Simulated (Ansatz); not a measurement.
# CeO2: pressure series

Base system: CeO$_{2}$ in the fluorite structure (space group Fm-3m, No. 225).

```
CeO2
1.0
    0.00000     2.71868     2.71868
    2.71868     0.00000     2.71868
    2.71868     2.71868     0.00000
Ce O
1 2
Cartesian
  0.00000   0.00000   0.00000
  1.35934   1.35934   1.35934
  4.07802   4.07802   4.07802
```

Cell and atoms are relaxed at each pressure.

Computed with Kohn–Sham DFT with the r2SCAN functional, run in Ansatz (a first-principles code) with PAW and 500 eV plane waves, spin-orbit coupling left out.

```json
[
 {"P (GPa)": "-2.01", "V (Å³/atom)": "13.541"},
 {"P (GPa)": "-1.01", "V (Å³/atom)": "13.468"},
 {"P (GPa)": "0.90", "V (Å³/atom)": "13.334"},
 {"P (GPa)": "2.09", "V (Å³/atom)": "13.254"},
 {"P (GPa)": "4.51", "V (Å³/atom)": "13.100"},
 {"P (GPa)": "9.01", "V (Å³/atom)": "12.835"},
 {"P (GPa)": "15.01", "V (Å³/atom)": "12.521"},
 {"P (GPa)": "22.50", "V (Å³/atom)": "12.177"},
 {"P (GPa)": "30.00", "V (Å³/atom)": "11.876"}
]
```

A third-order Birch–Murnaghan fit to these points gives V₀ = 13.40 Å³/atom, B₀ = 192 GPa and B₀′ = 4.3. At pressure 30 GPa the volume is 88.6 % of V₀.

Load acts through the strain it causes; cell and atoms are relaxed under it. Whether these cells are dynamically stable was not tested. Competing high-pressure phases were not computed. Starting moments died away, wholly or in part, for the base; another magnetic solution may exist. The final runs are not spin-polarised.
